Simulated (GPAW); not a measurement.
GPAW run on NiO (Fm-3m, 4 atoms in the cell): self-consistent single point.

Method of the run: PBE+U, GPAW PAW datasets PBE (gpaw-data 1.0.1) (plane waves; GPAW).

```yaml
crystal:
  lattice:
    - [4.28157, 2.14079, 2.14079]
    - [2.14079, 4.28157, 2.14079]
    - [2.14079, 2.14079, 4.28157]
  atoms:
    - { symbol: Ni, position: [0.00000, 0.00000, 0.00000], spin: 2.0 }
    - { symbol: Ni, position: [0.50000, 0.50000, 0.50000], spin: -2.0 }
    - { symbol: O, position: [0.25000, 0.25000, 0.25000] }
    - { symbol: O, position: [0.75000, 0.75000, 0.75000] }
```
(The spins are starting values, not results.)

Reference input (self-consistent single point, DFT PBE, plane waves, GPAW PAW datasets PBE (gpaw-data 1.0.1)): spinpol = true; mode = pw; ecut = 950 eV; xc = PBE; kpts = 7 7 7; mesh shift (steps) = 0 0 0; occupations.name = fermi-dirac; occupations.width = 0.05 eV; nbands = -8; convergence.density = 1e-05 e/electron; convergence.bands = -6; symmetry.symmorphic = false. This run's input differs from it in these lines:

```diff
@@ -19,2 +19,3 @@
             xc='PBE',
+            setups={'Ni': ':d,8.0'},
             kpts=(7, 7, 7),
```

The program printed (abridged):

```
     iter     time        total  log10-change:  magmom
                         energy   eigst   dens
iter:   1 --:--:--   -18.660676   +0.46           +0.0000
iter:   2 --:--:--   -22.510590   -0.37  -1.23    -0.0000
iter:   3 --:--:--   -23.938135   -0.91  -1.23    -0.0000
iter:   4 --:--:--   -23.942404   -1.11  -1.08    -0.0000
iter:   5 --:--:--   -25.077085   -2.03  -1.55    -0.0000
iter:   6 --:--:--   -25.489970   -1.86  -1.67    -0.0000
iter:   7 --:--:--   -25.498279   -3.11  -2.68    -0.0000
iter:   8 --:--:--   -25.491403c  -2.59  -2.66    +0.0000
iter:   9 --:--:--   -25.496715c  -3.41  -2.77    +0.0000
   [... lines left out ...]
iter:  30 --:--:--   -25.499405c  -6.44  -4.59    +0.0000
iter:  31 --:--:--   -25.499409c  -7.53c -4.62    +0.0000
iter:  32 --:--:--   -25.499420c  -7.12  -4.63    +0.0000
iter:  33 --:--:--   -25.499434c  -6.26  -4.70    +0.0000
iter:  34 --:--:--   -25.499431c  -7.41c -4.69    +0.0000
iter:  35 --:--:--   -25.499435c  -7.53c -4.66    +0.0000
iter:  36 --:--:--   -25.499436c  -8.00c -4.78    +0.0000
iter:  37 --:--:--   -25.499437c  -6.96  -4.78    +0.0000
iter:  38 --:--:--   -25.499429c  -7.16  -4.80    +0.0000
iter:  39 --:--:--   -25.499437c  -6.67  -4.82    +0.0000
iter:  40 --:--:--   -25.499438c  -7.97c -5.04c   +0.0000
Converged after 40 iterations.

Dipole moment: (-0.000000, -0.000000, -0.000000) |e|*Ang

Total magnetic moment: (0.000000, 0.000000, 0.000000)
Local magnetic moments:
   0 Ni ( 0.000000,  0.000000,  1.821369)
   1 Ni ( 0.000000,  0.000000, -1.821369)
   2 O  ( 0.000000,  0.000000, -0.000000)
   3 O  ( 0.000000,  0.000000, -0.000000)

Energy contributions relative to reference atoms: (reference = -86817.701497)

Kinetic:        +69.250569
Potential:      -58.702983
External:        +0.000000
XC:             -36.484890
Entropy (-ST):   -0.000000
Local:           +0.437867
SIC:             +0.000000
--------------------------
Free energy:    -25.499438
Extrapolated:   -25.499438

Spin contamination: 1.890757 electrons
Showing only first 2 kpts
                      Up                     Down
   [... lines left out ...]
Fermi level: 6.78204
Gap: 2.778 eV
Direct gap: 3.312 eV
   [... lines left out ...]
Energy (eV): -25.499438

Forces in eV/Ang:
  0 Ni    0.00000    0.00000    0.00000
  1 Ni    0.00000    0.00000   -0.00000
  2 O    -0.00000   -0.00000   -0.00000
  3 O     0.00000    0.00000    0.00000

Stress tensor:
     0.009362     0.000263     0.000263
     0.000263     0.009362     0.000263
     0.000263     0.000263     0.009362
Stress (GPa, Voigt): [1.5    1.5    1.5    0.0421 0.0421 0.0421]
```

The run converged in 40 iterations. GPAW prints stress with tension positive. Against the reference run the gap on the mesh goes from 1.037 to 2.778 eV.

At such cutoffs GPAW's stress carries a finite-basis (Pulay) error, which enters relaxed cells too; its log prints stress with tension positive.

The starting cell has typed, rounded lattice constants, without a prior relaxation at this level. Its lattice was rescaled by a random factor within 2.5 % of one. The magnetic order is the one reached from the typed start; others were not searched systematically. With U or open f shells several self-consistent states can exist.

Cost on one core of a shared machine: roughly 7 min.
